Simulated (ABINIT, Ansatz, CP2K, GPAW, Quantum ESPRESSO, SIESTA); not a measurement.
# Be (P6_3/mmc, 2 atoms in the cell) computed with different codes at matched settings

Self-consistent single point.

```
Be
1.0
    1.14500    -1.98320     0.00000
    1.14500     1.98320     0.00000
    0.00000     0.00000     3.58000
Be
2
Cartesian
  1.14500   0.66107   0.89500
  1.14500  -0.66107   2.68500
```

Shared settings, as Ansatz (a program for electronic structure) writes them: kpoints.mp_grid.grid = 16 16 9; scf.occupations.method = fermi_dirac; scf.occupations.width = 0.1 eV. Potentials and cutoffs stand in the table.

| code | model | pressure (GPa) | cutoff |
|---|---|---|---|
| ABINIT | LDA (PW92), norm-conserving pseudopotentials (PseudoDojo nc-sr-04 LDA standard) | -8.38 | 1197 eV |
| Ansatz | LDA (PW92), default PAW files made with PBE | -8.56 | default |
| Quantum ESPRESSO | LDA (PZ), PSlibrary ultrasoft (LDA) pseudopotentials | -7.63 | 40 Ry |
| CP2K | LDA (Pade form), GPW, DZVP-MOLOPT-SR-GTH basis, GTH-PADE potentials (GTH_POTENTIALS) | -8.16 | grid 600 Ry |
| GPAW | LDA (Perdew-Wang 92), GPAW PAW datasets LDA (gpaw-data 1.0.1) | -7.35 | 800 eV |
| SIESTA | LDA PW92, numerical atomic orbitals TZP, PseudoDojo LDA standard norm-conserving potentials (rewritten from UPF to PSML) | -11.48 | grid 300 Ry |

The spread over the programs that give each value: pressure within 4.13 GPa.

CP2K and SIESTA use small atom-centred bases, whose incompleteness enters pressures, forces and empty levels differently from a plane-wave cutoff. Ansatz's pressure is given at a fixed set of plane waves, as the other plane-wave codes print theirs. The same LDA comes in different parametrisations, which differ slightly. In the pressure, SIESTA (by 3.47) lies more than 1 GPa from the median of the plane-wave programs.

The starting cell has typed, rounded lattice constants, without a prior relaxation at this level.

Left out of this page: Elk and FLEUR (not drawn, or without a comparable value).

Keys are those of Ansatz 0.2.
